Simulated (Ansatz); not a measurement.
The starting structures come from a database of crystals and need not be the phases stable at ambient conditions.

 Where the default PAW files enter, the runs use the earlier of Ansatz's two default sets.

The decay constant κ of evanescent states in the gap governs leakage through a thin film.

Consider the following.

```
CELL_PARAMETERS angstrom
      4.09675     0.00000     0.00000
      0.00000     4.09675     0.00000
      0.00000     0.00000     5.32228
ATOMIC_POSITIONS crystal
  N  0.09507 0.09507 0.00000
  N  0.90493 0.90493 0.00000
  N  0.40493 0.59507 0.50000
  N  0.59507 0.40493 0.50000
```

Space group of this cell: P4_2/mnm. The cell was relaxed by PBE-D3(BJ); by r2SCAN its mean pressure is -1.5 GPa.

Transport runs along the normal of the first two printed cell vectors, the (001) plane of the conventional cell.

The gap is the functional's own. No spin-orbit coupling. Mid-gap values are interpolated on the energy grid.

Question: Predict the band gap and the smallest decay constant κ at mid-gap from r2SCAN (Ansatz, a first-principles code).

Answer: Gap 7.65 eV on a 8×8×6 mesh; κ = 1.104 1/Å, at (0.500, 0.500) of the in-plane reciprocal vectors. At the zone centre, at the nearest computed energy, the slowest state has κ = 1.28 1/Å.
